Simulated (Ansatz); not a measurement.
Consider AlNi in the CsCl type structure (space group Pm-3m, No. 221; a = 2.893 Å; non-magnetic).

Calculations: Ansatz (a first-principles code) PBE, no spin-orbit coupling, earlier PAW set.

The change: every Ni is replaced by Co, then cell and atoms are relaxed.

Measured lattice parameter a: AlNi 2.882 Å (static lattice; corrected from measurement; as listed in H. Levämäki et al., Physical Review B (2014)); AlCo 2.861 Å (room temperature; as listed in Yamada, Ryo, Mohri, Tetsuo, arXiv (2019)).

### Question
How well does PBE reproduce the measured shift?

### Answer
With PBE the lattice parameter a moves by -0.041 Å (2.893 → 2.852) against -0.021 Å measured. The two measured values stand on different bases (one corrected, one not), which blurs small differences.

No phonon test of stability was made. Starting moments died away, wholly or in part, for Ni → Co and the base; another magnetic solution may exist. All final runs are without spin polarisation.
